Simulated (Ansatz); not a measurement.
Start from TiTe$_{2}$ in the CdI2 type structure (space group P-3m1, No. 164; a = 3.784 Å, c = 6.602 Å; layered, stacked along the Cartesian z axis).

Level of theory: Kohn–Sham DFT with the r2SCAN+rVV10 functional, run in Ansatz (a first-principles code) with PAW and 500 eV plane waves, spin-orbit coupling left out.

Before the change:

The In-plane lattice parameter a is 3.784 Å. The shortest interatomic distance comes out as 2.765 Å.

Perturbation: a free-standing slab of 1 layer (3 atoms, 3 a layer) is cut normal to the stacking axis, with 15 Å of vacuum and the in-plane cell relaxed.

Task: Predict the new in-plane lattice parameter a.

Result: The in-plane lattice parameter a shrinks by 0.019 Å (3.784 Å → 3.765 Å).

Task: What does the calculation give for the shortest interatomic distance after the change?

Result: The shortest interatomic distance goes up by 0.0022 Å to 2.768 Å.

Task: How does this affect the excess energy per area of both faces?

Result: The excess energy per area of both faces (slab less bulk energy over the cell's area: twice a surface energy) amounts to 0.36 J/m² (uncertain by up to 0.04 J/m²).

Slab and bulk use different k-meshes, which limits the precision of the excess energy. Stability against distortions was not tested. All final runs are without spin polarisation.
